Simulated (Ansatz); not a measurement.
Here is the system:

End structure of a constructed model of the (100) surface of fcc Al, a pseudomorphic layer of Mg in the host's stacking (bottom of the slab: a bare face, its two planes held):

```xyz
7
Lattice="2.8581 0.0000 0.0000 0.0000 2.8581 0.0000 0.0000 0.0000 28.0000" Properties=species:S:1:pos:R:3 pbc="T T T"
Al     1.4290     1.4290     8.0225
Al     0.0000     0.0000    10.0434
Al     1.4290     1.4290    12.0662
Al     0.0000     0.0000    14.0464
Al     1.4290     1.4290    16.0544
Al     0.0000     0.0000    18.0837
Mg     1.4290     1.4290    20.3629
```

Set-up: 7 atoms, 12.0 Å thick at the start; mesh 13x13x1; 0.1 eV smearing; dipole correction on; single point; on the structure that PBE left under its start's symmetry; no spin, no spin-orbit, no U. It is one candidate, not shown to be the stable structure of the face.

### Question
What work function of the top face does Ansatz (a first-principles code) with r2SCAN, at the PBE geometry give?

### Answer
3.88 eV
